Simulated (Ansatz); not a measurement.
Base system: Hf2Cu (space group I4/mmm, No. 139; a = 3.139 Å, c = 11.007 Å).

Levels (all Ansatz, a program for electronic structure, PAW): PBEsol (420 eV, spin-orbit coupling left out); PBEsol+SOC (420 eV, with spin-orbit coupling).

The geometry is relaxed with PBEsol.

| Property | Value |
|---|---|
| PBEsol pressure | 0.0 GPa |

With PBEsol+SOC at the same geometry, the pressure goes from zero to -0.4 GPa.

Single points use the geometry relaxed with PBEsol. The spin-orbit shifts are approximate. Whether these cells are dynamically stable was not tested. The runs without spin-orbit coupling are not spin-polarised.
